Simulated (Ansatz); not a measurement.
The starting structures come from a database of crystals and need not be the phases stable at ambient conditions.

By PBEsol, the system below comes out a metal.

Without scattering a metal conducts by its projected Fermi surface.

```
CELL_PARAMETERS angstrom
      4.24978     0.00000     0.00000
      0.00000     4.77950     0.00000
      2.12489     0.00000     3.68042
ATOMIC_POSITIONS crystal
  Sr 0.00000 0.00000 0.00000
  Al 0.66667 0.50000 0.66667
  Si 0.33333 0.50000 0.33333
```

Space group of this cell: P-6m2. The cell is taken as given; by PBEsol its mean pressure is -1.3 GPa.

The current flows along the normal of the first two printed cell vectors, the (100) plane of the conventional cell. No spin-orbit coupling; the value is a mean over 0.1 eV about the Fermi level.

Question: State the ballistic conductance per area according to PBEsol in Ansatz (a program for electronic structure).

Answer: 0.43 × 10¹⁵ S/m² for both spins.
